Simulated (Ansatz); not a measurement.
The reference is ZnS in the zinc blende structure (space group F-43m, No. 216; a = 5.357 Å).

Modification: cell and atoms relaxed at a pressure of 22.5 GPa.

Levels (all Ansatz, a program for electronic structure, PAW): PBEsol (420 eV, no spin-orbit coupling); r2SCAN (500 eV, no spin-orbit coupling); HSE06 (420 eV, no SOC).

One geometry, relaxed with PBEsol, under each level:

Notes on the quantities. hole mass: degenerate bands, along [100].

```tsv
level	band gap	lowest conduction level above the VBM at special points	electron mass	hole mass	pressure
PBEsol	2.67 eV	X 2.67 eV; Γ 2.93 eV; L 3.53 eV; U 3.61 eV	1.1 mₑ along k, 0.30 mₑ across (at X)	0.22, 0.52, 0.52 mₑ (at Γ)	22.48 GPa
r2SCAN	3.16 eV	X 3.16 eV; Γ 3.70 eV; L 4.17 eV; U 4.13 eV	1.1 mₑ along k, 0.30 mₑ across (at X)	0.25, 0.52, 0.52 mₑ (at Γ)	25.35 GPa
HSE06	3.81 eV	X 3.81 eV; Γ 4.37 eV; L 4.95 eV	–	–	–
```

Single points use the geometry relaxed with PBEsol. Their cutoffs differ, which shifts pressures a little. The hybrid gap comes from the SCF mesh plus the semilocal run's edge points and a few special points and is an upper bound. Load acts through the strain it causes; cell and atoms are relaxed under it. Effective masses come from finite differences of ±0.01 Å⁻¹. Along k means along the line from Γ to the band edge. Whether these cells are dynamically stable was not tested. Measured, ZnS leaves this structure (for rock salt) near 14.7 GPa (temperature not stated; as listed in Datta, Sujoy, Jana, Debnarayan, arXiv (2020)), on rising pressure, with hysteresis.
